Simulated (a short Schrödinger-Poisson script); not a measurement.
System: gated In0.52Al0.48As/In0.53Ga0.47As δ-doped gas in a quantum well, at 77 K.

```csv
layer,material,thickness (nm),Na (cm⁻³)
1,In0.52Al0.48As,30,-
2,In0.52Al0.48As,3,-
3,In0.53Ga0.47As,10,-
4,In0.52Al0.48As,4000,7e15
```

Constants are typed, rounded textbook-type inputs, not results; the design itself was drawn at random and stands for no fabricated device. In0.52Al0.48As: permittivity 12.5, conduction-band edge (eV) 0.52, gap (eV) 1.45, electron mass (mₑ) 0.075, Nv at 300 K (cm⁻³) 1.1e19. In0.53Ga0.47As: permittivity 13.9, conduction-band edge (eV) 0, gap (eV) 0.74, Nv at 300 K (cm⁻³) 7.7e18.

Channel valleys (confinement mass, in-plane density-of-states mass, number): Γ 0.041, 0.041, 1. At the gate the conduction-band edge of layer 1 lies 0.65 eV − eVg above the Fermi level of the channel; the field vanishes at the back. Sheet of ionised δ-doping: +5.3e12 e/cm² at 30 nm from the gate. The barrier under the gate holds no holes. Gaps are held at their typed values at every temperature. Mesh 0.08 nm at interfaces.

Solved with a short Schrödinger-Poisson script written for these runs: 1D Poisson equation in equilibrium, electrons quantum, Hartree plus LDA exchange-correlation (BenDaniel-Duke, 40 states a valley, the channel's in-plane mass for all, wave functions free to enter the barrier), parabolic valleys, classical holes, full ionisation, no traps, pinning or gate leakage.

The same stack at other levels of the model or other numerical settings:

| run | sheet density of all electrons at Vg = 0.4 V (cm⁻²) | sheet density of all electrons at Vg = -1.1 V (cm⁻²) | capacitance at Vg = 0.4 V (μF/cm²) | centroid of the channel electrons at Vg = 0.4 V (nm) | rough cost against the base |
|---|---|---|---|---|---|
| base | 4.29e12 | 1.52e12 | 0.342 | 3.70 | about 1 |
| electrons treated as classical, Boltzmann | 4.96e12 | 1.85e12 | 0.333 | 0.50 | 0.01 |
| electrons treated as classical, Fermi-Dirac | 4.30e12 | 1.54e12 | 0.353 | 3.74 | 0.06 |
| electrons treated as quantum, Hartree | 4.27e12 | 1.49e12 | 0.353 | 3.74 | about 1 |
| mesh six times as coarse | 4.29e12 | 1.52e12 | 0.343 | 3.65 | 0.2 |
| one subband a valley | 4.19e12 | 1.52e12 | 0.291 | 3.38 | 0.3 |

The classical rows ignore confinement, and Boltzmann statistics overrate the density once the band edge passes the Fermi level.

Above a few 1e12 electrons/cm² a light Γ valley is non-parabolic and upper valleys begin to fill, which the model leaves out.
